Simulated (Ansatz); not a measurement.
## Ir with two functionals, isotropic strain +3.48 %

Take Ir in the fcc (Cu type) structure (space group Fm-3m, No. 225; a = 3.871 Å; relaxed with 0.1 eV smearing) as the base.

(Cell as relaxed with PBE.)

Levels (all Ansatz, a program for electronic structure, PAW, earlier PAW set): PBE (420 eV, no SOC); r2SCAN (500 eV, no spin-orbit coupling).

Each level relaxes its own structure.

```csv
base,PBE,r2SCAN
volume per atom,14.50 Å³,14.22 Å³
lattice parameter a,3.871 Å,3.846 Å
band gap,zero,zero
```

Modification: an isotropic linear strain of +3.48 %, atoms relaxed at fixed cell.

```csv
quantity,PBE,r2SCAN
pressure,-27.3 GPa,(withheld)
energy relative to the base (free energy F),+148 meV/atom,(withheld)
```

What does r2SCAN give?


- pressure, r2SCAN: -29.8 GPa
- energy relative to the base (free energy F), r2SCAN: +159 meV/atom

PBE's pressure lies 2.5 GPa above r2SCAN's; PBE's energy relative to the base lies 10 meV/atom below r2SCAN's. Neither level is exact; r2SCAN is the comparison here, not a measurement.

Stability against distortions was not tested. The final runs are not spin-polarised.
